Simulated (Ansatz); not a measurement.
Cells marked so need not be the phases stable at ambient conditions, and some may be hypothetical.

 Where the default PAW files enter, the runs use the earlier of Ansatz's two default sets.

No gap correction and no spin-orbit coupling; mid-gap values are interpolated between computed energies.

A. PbF2 (Fm-3m, fluorite, not sure to be the ambient phase, 3 atoms a cell, 17.7 Å³ an atom, -2 GPa at this level), along the normal of (111)
B. LaGaO₃ (R-3c, not sure to be the ambient phase, 10 atoms a cell, 12.2 Å³ an atom, -5 GPa at this level), along the normal of (001)
C. Cs₂TlBiF₆ (Fm-3m, not sure to be the ambient phase, 10 atoms a cell, 23.3 Å³ an atom), along the normal of (111)
D. RbCaH3 (Pm-3m, cubic perovskite, not sure to be the ambient phase, 5 atoms a cell, 18.5 Å³ an atom), along the normal of (001)
E. BaLi2Mg(PO4)2 (P-3, not sure to be the ambient phase, 14 atoms a cell, 11.6 Å³ an atom, -5 GPa at this level), along the normal of (001)

Question: Order them by mid-gap decay constant of the slowest evanescent state (highest first) at the level r2SCAN run with Ansatz (an electronic-structure program).

Answer: A (0.52 1/Å), E (0.48 1/Å), D (0.38 1/Å), B (0.33 1/Å), C (0.28 1/Å)
